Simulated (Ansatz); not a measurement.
**CdTe: Te → Si**

Consider CdTe in the zinc blende structure (space group F-43m, No. 216; a = 6.5581 Å).

The change: Si takes the place of Te on all its sites; the structure is relaxed again.

Method: Ansatz (a program for electronic structure), r2SCAN, PAW, cutoff 500 eV, without spin-orbit coupling, earlier PAW set. k-mesh 14×14×14 (Γ-centred); smearing 0.05 eV (Fermi–Dirac), for the changed cell.

```json
[
 {"quantity": "lattice parameter a", "base": "6.558 Å", "changed": "5.962 Å", "shift": "-0.596 Å"},
 {"quantity": "band gap", "base": "1.16 eV", "changed": "zero", "shift": "–"}
]
```

Spin-orbit coupling, missing from the scalar runs, can matter with Te. Stability against distortions was not tested. As relaxed here, CdSi is a hypothetical phase, not in the database extracts checked. The final runs are not spin-polarised.
